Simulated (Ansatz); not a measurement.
**Pressure series in Cu3Au**

The reference is Cu₃Au in the Cu3Au type structure (space group Pm-3m, No. 221; a = 3.7805 Å).

Cell and atoms are relaxed at each pressure.

Level of theory: PBE in Ansatz (plane waves to 420 eV, PAW, without spin-orbit coupling).

Notes on the quantities. enthalpy: H = E + PV relative to the base's energy.

```tsv
change	enthalpy	shortest interatomic distance
base	–	2.673 Å
pressure −2 GPa	-0.17 eV/atom	2.686 Å
pressure −1 GPa	-0.08 eV/atom	(withheld)
pressure 3 GPa	+0.25 eV/atom	2.655 Å
pressure 7 GPa	+0.58 eV/atom	(withheld)
pressure 15 GPa	+1.21 eV/atom	2.599 Å
pressure 30 GPa	+2.34 eV/atom	2.547 Å
pressure 50 GPa	+3.75 eV/atom	2.496 Å
pressure 75 GPa	+5.41 eV/atom	(withheld)
pressure 100 GPa	+6.99 eV/atom	2.409 Å
```

### Question
Fill in the withheld entries from the trend.

### Answer

- pressure −1 GPa, shortest interatomic distance: 2.680 Å
- pressure 7 GPa, shortest interatomic distance: 2.634 Å
- pressure 75 GPa, shortest interatomic distance: 2.447 Å

Load acts through the strain it causes; cell and atoms are relaxed under it. No phonon test of stability was made. No other phases were tried under pressure. The final runs are not spin-polarised.

Ansatz is an electronic-structure program.
